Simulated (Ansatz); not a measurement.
**A computed series for Ru: pressure series**

Consider Ru in the hcp (Mg type) structure (space group P6_3/mmc, No. 194; a = 2.692 Å, c = 4.246 Å).

Cell and atoms are relaxed at each pressure.

Level of theory: plane-wave PAW DFT at the PBEsol level (Ansatz, a program for electronic structure, 420 eV), no spin-orbit coupling.

Notes on the quantities. enthalpy: H = E + PV relative to the base's energy.

| variant | c/a ratio | enthalpy | shortest interatomic distance |
|---|---|---|---|
| base | 1.577 | – | 2.631 Å |
| pressure −2 GPa | 1.577 | -0.17 eV/atom | 2.636 Å |
| pressure −1 GPa | 1.577 | -0.08 eV/atom | 2.633 Å |
| pressure 3 GPa | 1.578 | +0.25 eV/atom | 2.624 Å |
| pressure 7 GPa | 1.579 | +0.58 eV/atom | 2.615 Å |
| pressure 15 GPa | 1.580 | +1.22 eV/atom | 2.598 Å |
| pressure 30 GPa | 1.582 | +2.40 eV/atom | 2.570 Å |
| pressure 50 GPa | 1.585 | +3.92 eV/atom | 2.539 Å |
| pressure 75 GPa | 1.587 | +5.74 eV/atom | 2.507 Å |
| pressure 100 GPa | 1.589 | +7.49 eV/atom | 2.479 Å |

Load acts through the strain it causes; cell and atoms are relaxed under it. Whether these cells are dynamically stable was not tested. No other phases were tried under pressure. All final runs are without spin polarisation.
